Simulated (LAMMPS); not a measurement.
Pressure dependence of C (diamond structure) at 2400 K, from the crystal.

Level of theory: classical MD, pair style lcbop, file C.lcbop; code LAMMPS.

| P (GPa) | state | volume | coordination number |
|---|---|---|---|
| 0 | crystal; no diffusion seen in 21 ps | 5.9443 ± 0.0006 Å³/atom | 4.00 (counted to 2.06 Å) |
| 2 | crystal; no diffusion seen in 21 ps | 5.9135 ± 0.0003 Å³/atom | 4.00 (counted to 2.06 Å) |
| 5 | crystal; no diffusion seen in 21 ps | 5.8727 ± 0.0007 Å³/atom | 4.00 (counted to 2.06 Å) |

Caution: in nature this polymorph isn't the stable one over the whole range of temperature at this pressure, and short runs keep a crystal in its starting form.

Caution: a run this short can hold a crystal over, or a liquid under, the potential's own melting point, which these runs don't give.

Estimate the isothermal bulk modulus at zero pressure. A parabola P(ln V) through the three points gives −dP/d ln V = 370 GPa at zero pressure.

States go by the mean squared displacement: a species diffuses where it passes 1.5 Å², still rises and gives D over 1e-6 cm²/s; a crystal has left its structure where atoms lie 0.35 Å off their sites on average or a cubic box changes its shape by 3 %, or the axial ratios of another lie 8 % off the starting cell's, which the potential's own relaxation can also do.

Uncertainties are statistical and leave out the potential's own error.
